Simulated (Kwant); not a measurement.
Computed with Kwant: Hückel tight-binding model, one pz orbital an atom, one spin, coherent transport at 0 K. Conductance is in e²/h.

Device: π system C1=Cc2cccc3cccc1c23 between two chain leads. The π system is taken as planar. Atoms are numbered from 0 in the order of the SMILES. Site energies (eV, carbon 0): [0.0, 0.0, 0.0, 0.0, 0.0, 0.0, 0.0, 0.0, 0.0, 0.0, 0.0, 0.0]. Bonds (i, j, β in eV): (0,1,-2.7) (1,2,-2.7) (2,3,-2.7) (3,4,-2.7) (4,5,-2.7) (5,6,-2.7) (6,7,-2.7) (7,8,-2.7) (8,9,-2.7) (9,10,-2.7) (10,11,-2.7) (10,0,-2.7) (11,2,-2.7) (11,6,-2.7). Leads: chains of hopping −4.1 eV, joined by −0.81 eV to atoms 4 and 8.

Site energies and bond integrals are typed Hückel values.

Sweep values stay those of the base run.

One input was changed, with this effect: transmission at E = 0 < 1e-12 → 0.0062.

**Question.** Which change was it?
A) contacts moved from atoms [4, 8] to [4, 7]
B) contacts moved from atoms [4, 8] to [5, 7]
C) contacts moved from atoms [4, 8] to [0, 8]
D) contacts moved from atoms [4, 8] to [4, 5]
E) contacts moved from atoms [4, 8] to [3, 9]
F) contacts moved from atoms [4, 8] to [0, 4]

**Answer.** D, contacts moved from atoms [4, 8] to [4, 5]
